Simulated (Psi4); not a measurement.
Psi4 1.11, M06-L/def2-svpd: [CH3][Al]([CH3])[SiH](Cl)Cl, 13 atoms. The geometry is a generated start, not checked to be a minimum at this level.

```json
{
 "task": "gradient",
 "method": "m06-l",
 "basis": "def2-svpd",
 "memory": "7 GB",
 "scf_type": "df (default)",
 "guess": "auto, which took SAD (default)",
 "diis_max_vecs": "10 (default)",
 "scf_initial_accelerator": "adiis (default)",
 "e_convergence": "1e-08 (default)",
 "d_convergence": "1e-08 (default)",
 "basis functions (reference run)": "198",
 "grid points (reference run)": "2369564"
}
```

```xyz
13

Si     1.9906    -0.3824    -0.0004
Cl     2.5492    -1.5185    -1.6270
Cl     2.0232    -1.6634     1.6327
Al    -0.4067     0.1646    -0.0216
C     -1.5643    -1.4443     0.0634
C     -0.6043     2.1404    -0.1110
H      3.2125     0.4117     0.2381
H     -0.9440    -2.3349     0.2552
H     -2.1152    -1.6418    -0.8680
H     -2.3200    -1.4064     0.8636
H     -1.5190     2.5725     0.3044
H     -0.5435     2.4985    -1.1462
H      0.2415     2.6039     0.4168
```
Charge 0, spin multiplicity 1.

The reference run has dft_radial_points = 200, dft_spherical_points = 974, dft_pruning_scheme = none (default); it is not itself proven converged. Single runs; times are not shown.

Settings tried, all else as in the reference:
- dft_radial_points = 75 (default), dft_spherical_points = 302 (default), dft_pruning_scheme = treutler
- dft_radial_points = 75 (default), dft_spherical_points = 302 (default), dft_pruning_scheme = robust
- dft_radial_points = 150, dft_spherical_points = 770
- dft_radial_points = 35, dft_spherical_points = 110
- dft_radial_points = 75 (default), dft_spherical_points = 434
- dft_radial_points = 99, dft_spherical_points = 590, dft_pruning_scheme = robust
- dft_radial_points = 50, dft_spherical_points = 194
- dft_radial_points = 25, dft_spherical_points = 50
- dft_radial_points = 75 (default), dft_spherical_points = 302 (default)
- dft_radial_points = 99, dft_spherical_points = 590
- dft_radial_points = 99, dft_spherical_points = 590, dft_pruning_scheme = treutler

Task: Sort the settings: which keep to the reference within 10 meV/atom in energy, 100 meV/Å in forces (largest component), and which don't?

Result: Within it: dft_radial_points = 150, dft_spherical_points = 770; dft_radial_points = 99, dft_spherical_points = 590; dft_radial_points = 99, dft_spherical_points = 590, dft_pruning_scheme = robust; dft_radial_points = 75 (default), dft_spherical_points = 434; dft_radial_points = 75 (default), dft_spherical_points = 302 (default), dft_pruning_scheme = robust; dft_radial_points = 75 (default), dft_spherical_points = 302 (default). At the edge (between 0.75 and 1.33 times the tolerance): dft_radial_points = 75 (default), dft_spherical_points = 302 (default), dft_pruning_scheme = treutler; dft_radial_points = 99, dft_spherical_points = 590, dft_pruning_scheme = treutler. Outside: dft_radial_points = 50, dft_spherical_points = 194; dft_radial_points = 25, dft_spherical_points = 50; dft_radial_points = 35, dft_spherical_points = 110.

```csv
setting,grid points,energy against the reference,difference in forces (largest component)
the reference,2369564,—,—
"dft_radial_points = 150, dft_spherical_points = 770",1413134,−0.0061 meV/atom,1.2 meV/Å
"dft_radial_points = 99, dft_spherical_points = 590",716991,−0.052 meV/atom,5.0 meV/Å
"dft_radial_points = 99, dft_spherical_points = 590, dft_pruning_scheme = robust",501815,−0.054 meV/atom,5.0 meV/Å
"dft_radial_points = 75 (default), dft_spherical_points = 434",401319,+0.80 meV/atom,53 meV/Å
"dft_radial_points = 75 (default), dft_spherical_points = 302 (default), dft_pruning_scheme = robust",191929,+0.93 meV/atom,57 meV/Å
"dft_radial_points = 75 (default), dft_spherical_points = 302 (default)",279717,+0.95 meV/atom,57 meV/Å
"dft_radial_points = 75 (default), dft_spherical_points = 302 (default), dft_pruning_scheme = treutler",154177,+0.98 meV/atom,85 meV/Å
"dft_radial_points = 99, dft_spherical_points = 590, dft_pruning_scheme = treutler",374207,−0.089 meV/atom,97 meV/Å
"dft_radial_points = 50, dft_spherical_points = 194",121615,+4.2 meV/atom,140 meV/Å
"dft_radial_points = 25, dft_spherical_points = 50",15824,+160 meV/atom,600 meV/Å
"dft_radial_points = 35, dft_spherical_points = 110",48485,−170 meV/atom,860 meV/Å
```

Total energies are compared; such shifts often cancel in part in energy differences. The gradients leave out the derivatives of the grid weights. The tolerance is a choice made for this comparison.
